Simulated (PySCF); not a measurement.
PySCF 2.14.0, B3LYP/def2-svp, df: Mo(NMe)(S)(OH)(OSiH3) (C[N]=[Mo]([OH])(=[S])[O][SiH3]), 14 atoms. The geometry is a generated start, not checked to be a minimum at this level.

```
Property                                             Value
-------------------------  -------------------------------
task                                                energy
method                                               b3lyp
basis                                             def2-svp
two-electron scheme                        density fitting
mol.max_memory                                     3000 MB
mf.max_cycle                                           100
mf.init_guess                              minao (default)
mf.DIIS                                    CDIIS (default)
mf.diis_space                                  8 (default)
mf.conv_tol                                1e-09 (default)
mf.grids.level                                 3 (default)
effective core potentials  those of the basis set, past Kr
basis functions                                        158
grid points                                         185344
```

```xyz
14

Mo    -0.6110     0.7747     0.4756
N     -1.1122    -0.6626    -0.3509
C     -1.6318    -1.8809    -0.8347
H     -2.1973    -1.7295    -1.7624
H     -0.8240    -2.5943    -1.0343
H     -2.3057    -2.3200    -0.0845
S     -0.8935     0.3962     2.5824
O     -1.6483     2.1725     0.1181
H     -2.3726     2.7707    -0.0895
O      1.1945     0.8461     0.2904
Si     2.7889     0.6008     0.1956
H      3.3902     1.1787     1.4059
H      3.2457     1.3052    -1.0161
H      2.9771    -0.8576     0.1043
```

Charge 0 and multiplicity 1 are set for this test and not shown to be the ground state.

One run each on 2 threads, 1 BLAS thread. Values of level_shift (Hartree) tried: 0 (default), 0.1, 0.3, 1.

Problem. Which value of level_shift (Hartree) needs the fewest Fock builds, and what happens away from it?

Solution. Fewest Fock builds, within one of each other: 0 (default) with 15, 0.1 with 15. The count rises to 54 at 1. All converge to one solution.

| level_shift (Hartree) | Fock builds | end |
|---|---|---|
| 0 (default) | 15 | same solution |
| 0.1 | 15 | same solution |
| 0.3 | 20 | same solution |
| 1 | 54 | same solution |
